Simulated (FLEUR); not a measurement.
Band structure of Ir (Fm-3m, 1 atom in the cell).

```xyz
1
Lattice="0.0000 1.9507 1.9507 1.9507 0.0000 1.9507 1.9507 1.9507 0.0000" Properties=species:S:1:pos:R:3 pbc="T T T"
Ir     0.0000     0.0000     0.0000
```

Method: PBE, all-electron FLAPW (FLEUR), scalar-relativistic valence run with FLEUR.

Settings: Kmax = 4.1 1/bohr; GmaxXC = 14.3 1/bohr; xcFunctional = pbe; jspins = 1; l_soc = F; mode = hist; fermiSmearingEnergy = 0.00499791 Htr; mesh (inpgen div1-3) = 14 14 14; inpgen gamma flag = true; Gmax = 14.3 1/bohr; numbands = 0; maxIterBroyd = 40; imix = Anderson; alpha = 0.05.

The starting cell comes from a database of computed structures (which also holds hypothetical and non-ambient phases and stackings), without a prior relaxation at this level. Its lattice was rescaled by a random factor within 2.5 % of one. Spin-orbit coupling is off. Spin polarisation is off. Values depend on the basis (sphere radii, cutoffs, local orbitals), which need not be converged.

Levels in eV from the Fermi level, bands 4 to 11:
```json
[
 {"point": "Γ", "4": "-10.51", "5": "-3.52", "6": "-3.52", "7": "-3.52", "8": "-1.03", "9": "-1.03", "10": "13.84", "11": "19.10"},
 {"point": "X", "4": "-7.28", "5": "-6.74", "6": "0.88", "7": "1.45", "8": "1.45", "9": "1.80", "10": "10.07", "11": "11.39"},
 {"point": "W", "4": "-5.73", "5": "-4.45", "6": "-4.45", "7": "-1.58", "8": "1.46", "9": "7.85", "10": "8.85", "11": "8.85"},
 {"point": "K", "4": "-6.38", "5": "-5.49", "6": "-2.60", "7": "-0.73", "8": "0.65", "9": "6.15", "10": "7.49", "11": "11.17"},
 {"point": "L", "4": "-7.51", "5": "-3.61", "6": "-3.61", "7": "-0.54", "8": "0.92", "9": "0.92", "10": "6.94", "11": "13.49"},
 {"point": "U", "4": "-6.38", "5": "-5.49", "6": "-2.60", "7": "-0.73", "8": "0.65", "9": "6.15", "10": "7.49", "11": "11.17"}
]
```
